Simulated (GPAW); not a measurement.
Band structure of VN (Fm-3m, 2 atoms in the cell).

```
VN
1.0
    0.00000     2.08515     2.08515
    2.08515     0.00000     2.08515
    2.08515     2.08515     0.00000
V N
1 1
Direct
  0.00000   0.00000   0.00000
  0.50000   0.50000   0.50000
```

Computed with PBE, GPAW PAW datasets PBE (gpaw-data 1.0.1) (plane waves; GPAW).

Settings: mode = pw; ecut = 900 eV; xc = PBE; kpts = 11 11 11; mesh shift (steps) = 0 0 0; occupations.name = methfessel-paxton; occupations.width = 0.2 eV; occupations.order = 0; nbands = -6; convergence.density = 1e-05 e/electron; convergence.energy = 1e-05 eV/electron; symmetry.symmorphic = false; symmetry.tolerance = 0.0005; maxiter = 120.

The starting cell comes from a database of computed structures (which also holds hypothetical and non-ambient phases and stackings), without a prior relaxation at this level. Its lattice was rescaled by a random factor within 2.5 % of one. Spin polarisation is off, so a magnetic state, if there is one, cannot be reached.

Levels in eV from the Fermi level, bands 6 to 13:
```json
[
 {"point": "Γ", "6": "-2.15", "7": "-2.15", "8": "-2.15", "9": "-1.44", "10": "-1.44", "11": "-1.44", "12": "-0.43", "13": "-0.43"},
 {"point": "X", "6": "-6.53", "7": "-3.59", "8": "-3.57", "9": "-3.57", "10": "0.49", "11": "1.15", "12": "1.15", "13": "2.50"},
 {"point": "W", "6": "-6.04", "7": "-6.04", "8": "-5.73", "9": "0.13", "10": "0.13", "11": "1.15", "12": "2.01", "13": "2.75"},
 {"point": "K", "6": "-6.34", "7": "-6.29", "8": "-4.84", "9": "-1.11", "10": "0.81", "11": "1.23", "12": "2.48", "13": "2.69"},
 {"point": "L", "6": "-8.57", "7": "-5.81", "8": "-5.81", "9": "0.56", "10": "0.56", "11": "1.38", "12": "4.80", "13": "4.80"},
 {"point": "U", "6": "-6.34", "7": "-6.29", "8": "-4.84", "9": "-1.11", "10": "0.81", "11": "1.23", "12": "2.48", "13": "2.69"}
]
```

Bands cross the Fermi level along this path, so the cell is metallic at this level.
